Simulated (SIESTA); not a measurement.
A self-consistent single point of Rb (Im-3m, 1 atom in the cell) with SIESTA.

Method of the run: LDA PW92, numerical atomic orbitals DZP, PseudoDojo LDA standard norm-conserving potentials (rewritten from UPF to PSML) run with SIESTA.

The change in words: lattice scaled by 0.98; kgrid.MonkhorstPack: 8 8 8 → 7 7 7. Reference geometry:
```xyz
1
Lattice="-2.8335 2.8335 2.8335 2.8335 -2.8335 2.8335 2.8335 2.8335 -2.8335" Properties=species:S:1:pos:R:3 pbc="T T T"
Rb     0.0000     0.0000     0.0000
```

Reference input (self-consistent single point, DFT, LDA PW92, numerical atomic orbitals DZP, PseudoDojo LDA standard norm-conserving potentials (rewritten from UPF to PSML)): XC.functional = LDA; XC.authors = PW92; potentials = PseudoDojo LDA standard; PAO.BasisSize = DZP; PAO.EnergyShift = 0.01 Ry; MeshCutoff = 400 Ry; kgrid.MonkhorstPack = 8 8 8; OccupationFunction = FD; ElectronicTemperature = 100 meV; MaxSCFIterations = 150; SCF.Mixer.Method = Pulay; SCF.Mixer.Weight = 0.2. This run's input differs from it in these lines:

```diff
@@ -11,5 +11,5 @@
 %block LatticeVectors
-    -2.833475000    2.833475000    2.833475000
-     2.833475000   -2.833475000    2.833475000
-     2.833475000    2.833475000   -2.833475000
+    -2.776806000    2.776806000    2.776806000
+     2.776806000   -2.776806000    2.776806000
+     2.776806000    2.776806000   -2.776806000
 %endblock LatticeVectors
@@ -26,5 +26,5 @@
 %block kgrid.MonkhorstPack
-    8   0   0  0.0
-    0   8   0  0.0
-    0   0   8  0.0
+    7   0   0  0.0
+    0   7   0  0.0
+    0   0   7  0.0
 %endblock kgrid.MonkhorstPack
```

The program printed (abridged):

```
        iscf     Eharris(eV)        E_KS(eV)     FreeEng(eV)     dDmax    Ef(eV) dHmax(eV)
   scf:    1     -737.296227     -736.895220     -736.920167  0.463962 -2.419130  2.053109
   scf:    2     -736.953416     -736.924870     -736.949830  0.023567 -2.452148  1.510312
   scf:    3     -736.983831     -736.957918     -736.982916  0.061258 -2.541382  0.031835
   scf:    4     -736.957605     -736.957787     -736.982788  0.005371 -2.552996  0.101924
   scf:    5     -736.958045     -736.957931     -736.982929  0.004060 -2.547685  0.000245
mix: Pulay -- inversion failed, > SVD [rank/size] 3 / 4
   scf:    6     -736.957931     -736.957931     -736.982929  0.000001 -2.547683  0.000276
SCF Convergence by DM+H criterion
max |DM_out - DM_in|         :     0.0000011860
max |H_out - H_in|      (eV) :     0.0002759200
SCF cycle converged after 6 iterations

Using DM_out to compute the final energy and forces

siesta: E_KS(eV) =             -736.9579

siesta: E_KS - E_eggbox =      -736.9579

siesta: Atomic forces (eV/Ang):
     1   -0.000000    0.000000    0.000000
   Tot   -0.000000    0.000000    0.000000
   Max    0.000000
   Res    0.000000    sqrt( Sum f_i^2 / 3N )
   Max    0.000000    constrained

Stress tensor Voigt[x,y,z,yz,xz,xy] (kbar):        1.57        1.57        1.57        0.00        0.00        0.00
(Free)E + p*V (eV/cell)     -737.0671
Target enthalpy (eV/cell)     -736.9829

siesta: Program's energy decomposition (eV):
siesta: FreeEng =      -736.982929

siesta: Stress tensor (static) (eV/Ang**3):
   [... lines left out ...]
siesta: Cell volume =         85.643934 Ang**3
siesta:          -1.57414734         -1.57414734  kBar
   [... lines left out ...]

mulliken: Atomic and Orbital Populations:

Species: Rb
Atom  Qatom  Qorb
               4s      5s      5s      4py     4pz     4px     5py     5pz
               5px
   1  9.000   2.001   0.735  -0.000   2.021   2.021   2.021   0.067   0.067
              0.067

mulliken: Qtot =        9.000

Mulliken Atomic Populations:
Atom #   charge [q] valence [e]  Species
     1    -0.000000    9.000000  Rb
 Total    -0.000000
```

The run converged in 6 iterations. Against the reference run the free energy falls by 12.6 meV/atom and the pressure goes from -0.36 to -0.16 GPa.

The starting cell has typed, rounded lattice constants, without a prior relaxation at this level. Its lattice was rescaled by up to half a per cent. For this run, on top of that: lattice scaled by 0.98. Values carry the incompleteness of an atom-centred basis.
